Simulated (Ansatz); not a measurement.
Defect: interstitial H in zinc-blende GaP, charge state +1. All values below come from PBE, PAW (plane waves to 420 eV; Ansatz, an electronic-structure program).

Cell of 64 host sites held at the relaxed PBE lattice; one k-point at (0.250, 0.250, 0.250); Fermi-Dirac width 0.01 eV, spin-restricted; finite-size errors left in. No zero-point or tunnelling terms. The charge state is imposed; whether it is stable for some Fermi level was not computed. Sites that were not tried may lie lower.

Barriers: single points on a 2×2×2 k-point mesh shifted by half a step at the bands' geometries.

The step: several atoms move together, H the farthest; the atom moves 1.73 Å along (0.22, -0.22, -0.01) of the unit cell; the moving atom starts with neighbours Ga at 1.92; P at 1.43 Å and ends with Ga at 1.92; P at 1.43 Å.

Question: What is the computed migration barrier of this step (PBE, PAW)?

Answer: 0.36 eV, the same both ways. At the saddle the moving atom has neighbours 2 Ga at 2.16; P at 1.45 Å. The saddle point's order was not checked, and it lies on a symmetry element of the cell, where a band can be held.
